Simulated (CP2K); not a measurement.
CP2K run on Nb (Im-3m, 1 atom in the cell): self-consistent single point

Method of the run: PBE, GPW, DZVP-MOLOPT-PBE-GTH basis, GTH-PBE potentials (POTENTIAL_UZH) (CP2K).

This input was run:

```
&GLOBAL
  PROJECT nb
  RUN_TYPE ENERGY_FORCE
  PRINT_LEVEL LOW
&END GLOBAL
&FORCE_EVAL
  METHOD Quickstep
  STRESS_TENSOR ANALYTICAL
  &DFT
    BASIS_SET_FILE_NAME BASIS_MOLOPT_UZH
    POTENTIAL_FILE_NAME POTENTIAL_UZH
    &QS
      METHOD GPW
      EPS_DEFAULT 1E-11
    &END QS
    &MGRID
      CUTOFF 500
      REL_CUTOFF 40
      NGRIDS 5
    &END MGRID
    &SCF
      SCF_GUESS ATOMIC
      EPS_SCF 1E-7
      MAX_SCF 100
      ADDED_MOS 4
      &DIAGONALIZATION
        ALGORITHM STANDARD
      &END DIAGONALIZATION
      &MIXING
        METHOD BROYDEN_MIXING
        ALPHA 0.2
        NBUFFER 12
        BETA 1.5
      &END MIXING
      &SMEAR ON
        METHOD FERMI_DIRAC
        ELECTRONIC_TEMPERATURE [K] 1160.45
      &END SMEAR
    &END SCF
    &KPOINTS
      SCHEME MONKHORST-PACK 11 11 11
    &END KPOINTS
    &XC
      &XC_FUNCTIONAL PBE
      &END XC_FUNCTIONAL
    &END XC
    &PRINT
      &MO
        EIGENVALUES T
        OCCUPATION_NUMBERS T
        NDIGITS 8
        FILENAME mo
        &EACH
          QS_SCF 0
        &END EACH
        ADD_LAST NUMERIC
      &END MO
      &MULLIKEN OFF
      &END MULLIKEN
    &END PRINT
  &END DFT
  &SUBSYS
    &CELL
      ABC 2.91624900 2.91624907 2.91624874
      ALPHA_BETA_GAMMA 109.47122341 109.47122243 109.47122014
      PERIODIC XYZ
    &END CELL
    &COORD
      Nb       0.00000000     0.00000000     0.00000000
    &END COORD
    &KIND Nb
      BASIS_SET DZVP-MOLOPT-PBE-GTH-q13
      POTENTIAL GTH-PBE-q13
    &END KIND
  &END SUBSYS
  &PRINT
    &FORCES ON
    &END FORCES
    &STRESS_TENSOR ON
    &END STRESS_TENSOR
  &END PRINT
&END FORCE_EVAL
```

Log, with long lists cut:

```
 GLOBAL| Method name                                                        CP2K
 GLOBAL| Project name                                                         nb
 GLOBAL| Run type                                                   ENERGY_FORCE

 TOTAL NUMBERS AND MAXIMUM NUMBERS

  Total number of            - Atomic kinds:                                   1
                             - Atoms:                                          1
                             - Shell sets:                                     1
                             - Shells:                                         8
                             - Primitive Cartesian functions:                  6
                             - Cartesian basis functions:                     31
                             - Spherical basis functions:                     26

  Maximum angular momentum of- Orbital basis functions:                        3
                             - Local part of the GTH pseudopotential:          2
                             - Non-local part of the GTH pseudopotential:      4

 SCF PARAMETERS         Density guess:                                    ATOMIC
                        max_scf:                                             100
                        max_diis:                                              4
                        eps_scf:                                        1.00E-07
                        eps_diis:                                       1.00E-01
                        eps_eigval:                                     1.00E-05
                        level_shift [a.u.]:                             0.000000
                        added MOs                                         4    0
                        Mixing method:                            BROYDEN_MIXING
                                                charge density mixing in g-space
                        Smear method:                                FERMI_DIRAC
                        Electronic temperature [K]:                       1160.5
                        Electronic temperature [a.u.]:                  3.67E-03
                        Accuracy threshold:                             1.00E-10
                        No outer SCF

 Extrapolation method: initial_guess

 Number of electrons:                                                         13
 Number of occupied orbitals:                                                  7
 Number of molecular orbitals:                                                11

 Number of orbital functions:                                                 26
 Number of independent orbital functions:                                     26

 SCF WAVEFUNCTION OPTIMIZATION

  Step     Update method      Time    Convergence         Total energy    Change
     1 NoMix/Diag. 0.20E+00      -     0.81583535       -56.8635683190 -5.69E+01
     2 Broy./Diag. 0.20E+00      -     0.02272752       -57.7719680947 -9.08E-01
     3 Broy./Diag. 0.20E+00      -     0.12119244       -57.1243082875  6.48E-01
     4 Broy./Diag. 0.20E+00      -     0.00420379       -56.6074147487  5.17E-01
     5 Broy./Diag. 0.20E+00      -     0.00325810       -56.6202882790 -1.29E-02
     6 Broy./Diag. 0.20E+00      -     0.00057719       -56.6168029386  3.49E-03
     7 Broy./Diag. 0.20E+00      -     0.00026364       -56.6228386604 -6.04E-03
     8 Broy./Diag. 0.20E+00      -     0.00005934       -56.6225359566  3.03E-04
     9 Broy./Diag. 0.20E+00      -     0.00001614       -56.6226270077 -9.11E-05
    10 Broy./Diag. 0.20E+00      -     0.00000356       -56.6225349745  9.20E-05
    11 Broy./Diag. 0.20E+00      -     0.00000649       -56.6225153628  1.96E-05
    12 Broy./Diag. 0.20E+00      -     0.00000024       -56.6225006198  1.47E-05
    13 Broy./Diag. 0.20E+00      -     0.00000010       -56.6225024381 -1.82E-06

  *** SCF run converged in    13 steps ***

  Electronic density on regular grids:        -13.0000000000        0.0000000000
  Core density on regular grids:               12.9999999999       -0.0000000001
  Total charge density on r-space grids:       -0.0000000001
  Total charge density g-space grids:          -0.0000000001

  Overlap energy of the core charge distribution:               0.00000000000000
  Self energy of the core charge distribution:               -103.20408107975094
  Core Hamiltonian energy:                                     23.37981929321972
  Hartree energy:                                              30.02419412962362
  Exchange-correlation energy:                                 -6.82041255021391
  Electronic entropic energy:                                  -0.00202223116190
  Fermi energy:                                                 0.49145729743081

  Total energy:                                               -56.62250243807157
  Total energy (extrapolated to T->0):                        -56.62149132249062

 ENERGY| Total FORCE_EVAL ( QS ) energy [hartree]            -56.622502681151090

 FORCES| Atomic forces [hartree/bohr]
 FORCES|   Atom     x               y               z               |f|
 FORCES|      1  1.48590061E-13 -1.87503945E-13  3.37159622E-14   2.41606088E-13
 FORCES| Sum     1.48590061E-13 -1.87503945E-13  3.37159622E-14
 FORCES| Total atomic force                                       2.41606088E-13

 STRESS| Analytical stress tensor [bar]
 STRESS|                        x                   y                   z
 STRESS|      x       -6.08495802479E+04   4.07499548539E+00   7.09490048582E+00
 STRESS|      y        4.07499548539E+00  -6.08466711788E+04   1.00337769827E+01
 STRESS|      z        7.09490048582E+00   1.00337769827E+01  -6.08349787982E+04
 STRESS| 1/3 Trace                                            -6.08437434083E+04
```

The run converged in 13 iterations.

The starting cell comes from a database of computed structures (which also holds hypothetical and non-ambient phases and stackings), without a prior relaxation at this level. Its lattice was rescaled by a random factor within 2.5 % of one. Spin polarisation is off. Values carry the incompleteness of an atom-centred basis. With a pressure of about -6 GPa the cell is away from its equilibrium volume at this level.

Cost on one core of a shared machine: roughly 3 min.
